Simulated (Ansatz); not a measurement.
```yaml
crystal:
  lattice:
    - [3.16795, 0.00000, 0.00000]
    - [-1.58397, 2.74352, 0.00000]
    - [0.00000, 0.00000, 5.19705]
  atoms:
    - { symbol: Ga, position: [0.66667, 0.33333, 0.49978] }
    - { symbol: Ga, position: [0.33333, 0.66667, 0.99978] }
    - { symbol: N, position: [0.66667, 0.33333, 0.87522] }
    - { symbol: N, position: [0.33333, 0.66667, 0.37522] }
```

Computed with PBEsol with spin-orbit coupling, rigid bands (plane waves, PAW; Ansatz, a quantum-chemistry and plane-wave program). Condition of this run: biaxial stress xx = yy = 2 GPa (compression positive) (the target of the relaxation). Geometry: cell and atoms relaxed with PBEsol, then loaded as said.

### Question
Predict the electron conductivity mass (n e² τ/σ) at 300 K, by direction if it differs.

### Answer
0.190 (x), 0.190 (y), 0.168 (z) mₑ.

### Question
What conductivity effective mass do dilute holes have at 300 K?

### Answer
1.28 (x), 1.28 (y), 1.95 (z) mₑ.

### Question
And the band gap?

### Answer
1.89 eV at this level; semilocal functionals usually fall short of the measured gap.

Rigid bands, one relaxation time for all states, no polarons.
